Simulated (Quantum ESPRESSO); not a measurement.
Quantum ESPRESSO is run on TaCoB2 (Pnma, 16 atoms in the cell), and the run fails. The aim is a self-consistent single point with DFT, LDA (PZ), plane waves, GBRV 1.5 ultrasoft (LDA) pseudopotentials.

This input was run:

```fortran
&CONTROL
  calculation = 'scf'
  prefix = 'run'
  outdir = './tmp'
  pseudo_dir = './'
  verbosity = 'high'
  tprnfor = .true.
  tstress = .true.
/
&SYSTEM
  ibrav = 8
  A = 5.931989000
  B = 3.153025000
  C = 8.159769000
  nat = 16
  ntyp = 3
  ecutwfc = 50
  ecutrho = 400
  occupations = 'smearing'
  smearing = 'gausian'
  degauss = 0.0073499
/
&ELECTRONS
  conv_thr = 1.0d-9
/
ATOMIC_SPECIES
Ta   180.9479  ta_lda_v1.uspp.F.UPF
Co    58.9332  co_lda_v1.2.uspp.F.UPF
B     10.8100  b_lda_v1.4.uspp.F.UPF
ATOMIC_POSITIONS {bohr}
Ta    1.553907270    1.489588429   13.397122843
Ta    9.655927314    4.468765286    2.022605807
Ta    4.051010022    4.468765286    5.687258518
Ta    7.158824562    1.489588429    9.732470132
Co   11.112757417    1.489588429    5.954174021
Co    0.097077168    4.468765286    9.465554629
Co    5.701994460    4.468765286   13.664038346
Co    5.507840125    1.489588429    1.755690304
B     2.611779360    1.489588429    8.899958982
B     8.598055224    4.468765286    6.519769668
B     2.993137932    4.468765286    1.190094657
B     8.216696652    1.489588429   14.229633993
B     1.834489430    1.489588429    2.642170504
B     9.375345155    4.468765286   12.777558146
B     3.770427862    4.468765286   10.352034829
B     7.439406722    1.489588429    5.067693821
K_POINTS {automatic}
5 8 3  0 0 0
```

Output (repeated stretches shortened):

```
 %%%%%%%%%%%%%%%%%%%%%%%%%%%%%%%%%%%%%%%%%%%%%%%%%%%%%%%%%%%%%%%%%%%%%%%%%%%%%%
     Error in routine  set_occupations (1):
      smearing gausian unknown
 %%%%%%%%%%%%%%%%%%%%%%%%%%%%%%%%%%%%%%%%%%%%%%%%%%%%%%%%%%%%%%%%%%%%%%%%%%%%%%

     stopping ...
```

### Question
From the messages shown, name the fault and mend the input.

### Answer
The fault is a value that the program does not know. The key takes a closed list of words, and names differ between codes. To fix it, use one of the words that the key accepts. The program stopped before any SCF iteration.

An input that runs soundly differs in these lines (not the only fix; some lines may just follow from the change or write a value another way):
```diff
-  smearing = 'gausian'
+  smearing = 'gauss'
```

With that input, the run converged in 16 iterations: free energy E − TS -24666.3514 eV; Fermi level (on the code's own zero) 18.21 eV; pressure -13.79 GPa; largest force (vector length) 0.119 eV/Å (DFT, LDA (PZ), plane waves, GBRV 1.5 ultrasoft (LDA) pseudopotentials).

On the sound input: the starting cell comes from a database of computed structures (which also holds hypothetical and non-ambient phases and stackings), without a prior relaxation at this level. Its lattice was rescaled by a random factor within 2.5 % of one. Spin polarisation is off. With a pressure of about -14 GPa the cell is away from its equilibrium volume at this level.
